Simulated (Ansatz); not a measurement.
How a calculation on MoRu (P-6m2, 2 atoms in the cell) responds to its settings

```xyz
2
Lattice="2.7774 0.0000 0.0000 -1.3887 2.4053 0.0000 0.0000 0.0000 4.4637" Properties=species:S:1:pos:R:3 pbc="T T T"
Mo     1.3887     0.8018     0.0000
Ru     0.0000     1.6035     2.2319
```

Base run A: LDA (PW92), harder PAW files (source: ansatz) made with PBE (Ansatz, an electronic-structure program), self-consistent single point.

Its settings: basis.ecutwfc = 660 eV; kpoints.mp_grid.grid = 11 11 6; hamiltonian.xc = lda; hamiltonian.pseudopotentials = {kind: paw, source: ansatz}; scf.occupations.method = cold; scf.occupations.width = 0.1 eV.

The starting cell comes from a database of computed structures (which also holds hypothetical and non-ambient phases and stackings), without a prior relaxation at this level. Spin polarisation is off. In the base run, with a pressure of about -16 GPa the cell is away from its equilibrium volume at this level. Ansatz's pressure includes its estimate of the finite-basis (Pulay) stress.

ΔF is the free energy per atom less that of run A. 

Run A gave: pressure (GPa) -16.36; iterations 7.

Runs:
- B: scf.mixing.algorithm, scf.mixing.beta = anderson, 0.02
- C: scf.mixing.algorithm, scf.mixing.beta = anderson, 0.05
- D: scf.mixing.algorithm, scf.mixing.beta = anderson, 0.1
- E: scf.mixing.algorithm, scf.mixing.beta = anderson, 0.2
- F: scf.mixing.algorithm, scf.mixing.beta = anderson, 0.3
- G: scf.mixing.algorithm, scf.mixing.beta = anderson, 0.5
- H: scf.mixing.algorithm, scf.mixing.beta = anderson, 0.7
- I: scf.mixing.algorithm, scf.mixing.beta = anderson, 0.9
- J: scf.mixing.algorithm, scf.mixing.beta = anderson, 1

### Question
Which runs reach the base run's state, and which is quickest in iterations?

### Answer
Runs B, C, D, E, F, G, H, I, J gave the same state as A (within 1 meV/atom). The fewest iterations to that state were 7 (A); the most were 15.

```tsv
run	ΔF (meV/atom)	pressure (GPa)	iterations
A	0.00	-16.36	7
B	0.00	-16.36	15
C	0.00	-16.36	14
D	0.00	-16.36	12
E	0.00	-16.36	11
F	0.00	-16.36	11
G	0.00	-16.36	10
H	0.00	-16.36	9
I	0.00	-16.36	9
J	0.00	-16.36	9
```

Keys are those of Ansatz 0.2.
